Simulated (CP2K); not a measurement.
**Worked example: self-consistent single point of NaLiZrWO6 (F-43m, 10 atoms in the cell) in CP2K**

Computed with PBEsol, GPW, DZVP-MOLOPT-SR-GTH basis, GTH-PBE potentials (GTH_POTENTIALS) in CP2K.

Input as run:

```
&GLOBAL
  PROJECT nalizrwo6
  RUN_TYPE ENERGY_FORCE
  PRINT_LEVEL LOW
&END GLOBAL
&FORCE_EVAL
  METHOD Quickstep
  STRESS_TENSOR ANALYTICAL
  &DFT
    BASIS_SET_FILE_NAME BASIS_MOLOPT
    POTENTIAL_FILE_NAME GTH_POTENTIALS
    &QS
      METHOD GPW
      EPS_DEFAULT 1E-10
    &END QS
    &MGRID
      CUTOFF 950
      REL_CUTOFF 50
      NGRIDS 5
    &END MGRID
    &SCF
      SCF_GUESS ATOMIC
      EPS_SCF 1E-7
      MAX_SCF 100
      ADDED_MOS 13
      &DIAGONALIZATION
        ALGORITHM STANDARD
      &END DIAGONALIZATION
      &MIXING
        METHOD BROYDEN_MIXING
        ALPHA 0.3
        NBUFFER 8
        BETA 1.5
      &END MIXING
    &END SCF
    &KPOINTS
      SCHEME MONKHORST-PACK 3 3 3
    &END KPOINTS
    &XC
      &XC_FUNCTIONAL
        &PBE
          PARAMETRIZATION PBESOL
        &END PBE
      &END XC_FUNCTIONAL
    &END XC
    &PRINT
      &MO
        EIGENVALUES T
        OCCUPATION_NUMBERS T
        NDIGITS 8
        FILENAME mo
        &EACH
          QS_SCF 0
        &END EACH
        ADD_LAST NUMERIC
      &END MO
      &MULLIKEN OFF
      &END MULLIKEN
    &END PRINT
  &END DFT
  &SUBSYS
    &CELL
      ABC 5.59380700 5.59380728 5.59380702
      ALPHA_BETA_GAMMA 59.99999560 59.99999418 59.99999574
      PERIODIC XYZ
    &END CELL
    &COORD
      SCALED
      Na       0.75000000     0.75000000     0.75000000
      Li       0.25000000     0.25000000     0.25000000
      Zr       0.00000000     0.00000000     0.00000000
      W        0.50000000     0.50000000     0.50000000
      O        0.74052000     0.25948000     0.25948000
      O        0.74052000     0.25948000     0.74052000
      O        0.25948000     0.74052000     0.74052000
      O        0.25948000     0.74052000     0.25948000
      O        0.74052000     0.74052000     0.25948000
      O        0.25948000     0.25948000     0.74052000
    &END COORD
    &KIND Na
      BASIS_SET DZVP-MOLOPT-SR-GTH
      POTENTIAL GTH-PBE-q9
    &END KIND
    &KIND Li
      BASIS_SET DZVP-MOLOPT-SR-GTH
      POTENTIAL GTH-PBE-q3
    &END KIND
    &KIND Zr
      BASIS_SET DZVP-MOLOPT-SR-GTH
      POTENTIAL GTH-PBE-q12
    &END KIND
    &KIND W
      BASIS_SET DZVP-MOLOPT-SR-GTH
      POTENTIAL GTH-PBE-q14
    &END KIND
    &KIND O
      BASIS_SET DZVP-MOLOPT-SR-GTH
      POTENTIAL GTH-PBE-q6
    &END KIND
  &END SUBSYS
  &PRINT
    &FORCES ON
    &END FORCES
    &STRESS_TENSOR ON
    &END STRESS_TENSOR
  &END PRINT
&END FORCE_EVAL
```

Log, with long lists cut:

```
 GLOBAL| Method name                                                        CP2K
 GLOBAL| Project name                                                  nalizrwo6
 GLOBAL| Run type                                                   ENERGY_FORCE

 TOTAL NUMBERS AND MAXIMUM NUMBERS

  Total number of            - Atomic kinds:                                   5
                             - Atoms:                                         10
                             - Shell sets:                                    10
                             - Shells:                                        55
                             - Primitive Cartesian functions:                 55
                             - Cartesian basis functions:                    161
                             - Spherical basis functions:                    145

  Maximum angular momentum of- Orbital basis functions:                        3
                             - Local part of the GTH pseudopotential:          6
                             - Non-local part of the GTH pseudopotential:      4

 SCF PARAMETERS         Density guess:                                    ATOMIC
                        max_scf:                                             100
                        max_diis:                                              4
                        eps_scf:                                        1.00E-07
                        eps_diis:                                       1.00E-01
                        eps_eigval:                                     1.00E-05
                        level_shift [a.u.]:                             0.000000
                        added MOs                                        13    0
                        Mixing method:                            BROYDEN_MIXING
                                                charge density mixing in g-space
                        No outer SCF

 Extrapolation method: initial_guess

 Number of electrons:                                                         74
 Number of occupied orbitals:                                                 37
 Number of molecular orbitals:                                                50

 Number of orbital functions:                                                145
 Number of independent orbital functions:                                    145

 SCF WAVEFUNCTION OPTIMIZATION

  Step     Update method      Time    Convergence         Total energy    Change
     1 NoMix/Diag. 0.30E+00      -     2.12007172      -267.2620512329 -2.67E+02
     2 Broy./Diag. 0.30E+00      -     0.15698718      -258.8633501871  8.40E+00
     3 Broy./Diag. 0.30E+00      -     0.18112893      -264.7289043660 -5.87E+00
     4 Broy./Diag. 0.30E+00      -     0.03345349      -267.5981321102 -2.87E+00
     5 Broy./Diag. 0.30E+00      -     0.06610319      -266.1266203504  1.47E+00
     6 Broy./Diag. 0.30E+00      -     0.01413074      -266.6504474911 -5.24E-01
     7 Broy./Diag. 0.30E+00      -     0.02730334      -266.6721239213 -2.17E-02
   [... 11 lines left out ...]
    19 Broy./Diag. 0.30E+00      -     0.00000076      -266.7247854923 -3.14E-05
    20 Broy./Diag. 0.30E+00      -     0.00000123      -266.7248118420 -2.63E-05
    21 Broy./Diag. 0.30E+00      -     0.00000023      -266.7248112890  5.53E-07
    22 Broy./Diag. 0.30E+00      -     0.00000019      -266.7248109785  3.11E-07
    23 Broy./Diag. 0.30E+00      -     0.00000004      -266.7248108547  1.24E-07

  *** SCF run converged in    23 steps ***

  Electronic density on regular grids:        -73.9999999821        0.0000000179
  Core density on regular grids:               73.9999999964       -0.0000000036
  Total charge density on r-space grids:        0.0000000143
  Total charge density g-space grids:           0.0000000143

  Overlap energy of the core charge distribution:               0.00000018439999
  Self energy of the core charge distribution:               -571.26603563185688
  Core Hamiltonian energy:                                    146.75403883919097
  Hartree energy:                                             201.03023678060134
  Exchange-correlation energy:                                -43.24305102706419

  Total energy:                                              -266.72481085472884

 ENERGY| Total FORCE_EVAL ( QS ) energy [hartree]           -266.724809947265442

 FORCES| Atomic forces [hartree/bohr]
 FORCES|   Atom     x               y               z               |f|
 FORCES|      1  3.65146176E-06  1.60021061E-06 -2.14784821E-07   3.99249038E-06
 FORCES|      2 -2.92390449E-09  2.74096838E-09 -3.22330081E-10   4.02069918E-09
 FORCES|      3  2.77867900E-07  1.47927149E-07  1.08967256E-07   3.33116908E-07
 FORCES|      4  3.15824775E-07  2.26829786E-07  1.46995471E-07   4.15697857E-07
 FORCES|      5 -1.03620063E-06  4.20148188E-03  2.97091391E-03   5.14575364E-03
 FORCES|      6 -3.63853468E-03  2.10154870E-03 -2.97114672E-03   5.14617862E-03
 FORCES|      7  7.27729255E-07 -4.20183938E-03 -2.97116358E-03   5.14618963E-03
 FORCES|      8  3.63806495E-03 -2.10163710E-03  2.97089206E-03   5.14573559E-03
 FORCES|      9 -3.63853468E-03 -2.10070501E-03  2.97174310E-03   5.14617851E-03
 FORCES|     10  3.63806530E-03  2.10043697E-03 -2.97173621E-03   5.14573325E-03
 FORCES| Sum     2.99465686E-06  1.26376556E-06 -4.56584762E-07
 FORCES| Total atomic force                                       3.28230754E-06

 STRESS| Analytical stress tensor [bar]
 STRESS|                        x                   y                   z
 STRESS|      x        1.30101534906E+04   6.87703857485E+01   4.86276714211E+01
 STRESS|      y        6.87703857485E+01   1.29307517579E+04   2.81531699431E+01
 STRESS|      z        4.86276714211E+01   2.81531699431E+01   1.29108991635E+04
 STRESS| 1/3 Trace                                             1.29506014707E+04
```

The run converged in 23 iterations.

The starting cell comes from a database of computed structures (which also holds hypothetical and non-ambient phases and stackings), without a prior relaxation at this level. Its lattice was rescaled by a random factor within 2.5 % of one. Values carry the incompleteness of an atom-centred basis. The potentials were made for another functional than the one used.

Cost on one core of a shared machine: roughly 4 min.
